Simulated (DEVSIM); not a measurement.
Device: illuminated Si n-on-p cell, one wavelength, at 300 K.

Layer 1 from the left is Si, thickness (μm) 0.790, Nd (cm⁻³) 9.1e17, τn (s) 2.3e-5, τp (s) 1.1e-5, absorption coefficient (cm⁻¹) 430. Layer 2 from the left is Si, thickness (μm) 65.0, Na (cm⁻³) 2e15, τn (s) 4e-5, τp (s) 4e-5, absorption coefficient (cm⁻¹) 430.

Left contact: ohmic, minority hole recombination velocity 5000 cm/s. Right contact: ohmic, minority electron recombination velocity 2e6 cm/s. Voltage is applied to the left contact. Recombination: SRH at mid-gap, radiative, Auger. Gap narrowing is on: ΔEg = 6.92 meV × (l + √(l² + 0.5)), l = ln(N/1.3e17 cm⁻³), shared equally by both band edges. Light enters at the left, 1.4e18 photons cm⁻² s⁻¹, one pass, no reflection. Mobility is μmin + (μ − μmin)/(1 + (N/Nref)^α).

This is a model device: material constants are rounded textbook-type values typed into the input, and sizes, dopings and lifetimes were drawn at random. Values at 300 K.

Si: gap (eV) 1.124, affinity (eV) 4.05, permittivity 11.7, Nc (cm⁻³) 2.86e19, Nv (cm⁻³) 3.1e19, μn (cm²/Vs) 1417, μp (cm²/Vs) 470, μn,min 52, μp,min 45, Nref,n 9.7e16, Nref,p 2.2e17, αn 0.68, αp 0.72, B (cm³/s) 4.7e-15, Cn (cm⁶/s) 2.8e-31, Cp (cm⁶/s) 9.9e-32.

Model (solved in DEVSIM): 1D drift-diffusion, Boltzmann statistics, complete ionisation; no tunnelling, impact ionisation, image-force lowering or self-heating.

Dark forward current:

```tsv
|V| (V)	|J| (A/cm²)
0.05	5.587e-10
0.10	3.309e-9
0.15	1.958e-8
0.20	1.246e-7
0.25	8.300e-7
0.30	5.648e-6
0.35	3.879e-5
0.40	0.0002674
0.45	0.001845
0.50	0.01271
0.55	0.08587
0.60	0.5286
0.65	2.565
0.70	9.429
0.75	27.80
0.80	67.76
0.85	138.5
0.90	245.0
0.95	389.1
1.00	570.6
1.05	789.0
1.10	1043
1.15	1331
1.20	1651
1.25	2001
```

Task: Work out the local ideality factor n = ΔV / (kT/q · ln(J2/J1)) between the rows 0.15 and 0.20 V, 0.40 and 0.45 V, 1.20 and 1.25 V.

Result: kT/q = 25.85 mV. From 0.15 to 0.20 V: ln(1.246e-7/1.958e-8) = 1.851, n = 1.05, near the 1 of diffusion or emission over a barrier. From 0.40 to 0.45 V: ln(0.001845/0.0002674) = 1.931, n = 1.00, near the 1 of diffusion or emission over a barrier. From 1.20 to 1.25 V: ln(2001/1651) = 0.192, n = 10.06.

Task: What current could the absorbed light give at most, and what share is collected?

Result: Σ αd = 2.83, so qΦ(1 − exp(−Σ αd)) = 211 mA/cm². The simulated short-circuit current is 156.3 mA/cm², a share of 0.74.

Task: Estimate the open-circuit voltage by superposition: the voltage at which the dark current equals that short-circuit current.

Result: Interpolating ln J in the table gives 0.566 V. The simulation gives 0.562 V; the estimate lies 4 mV above. Superposition holds where collection doesn't change with voltage.

Task: Estimate the fill factor from FF0 = (v − ln(v + 0.72))/(v + 1), v = qVoc/(nkT), with n from the dark curve.

Result: The rows about Voc, 0.55 and 0.60 V, give n = 1.06, so v = 20.4 and FF0 = 0.811. The simulation gives 0.813, the same within the digits that matter.
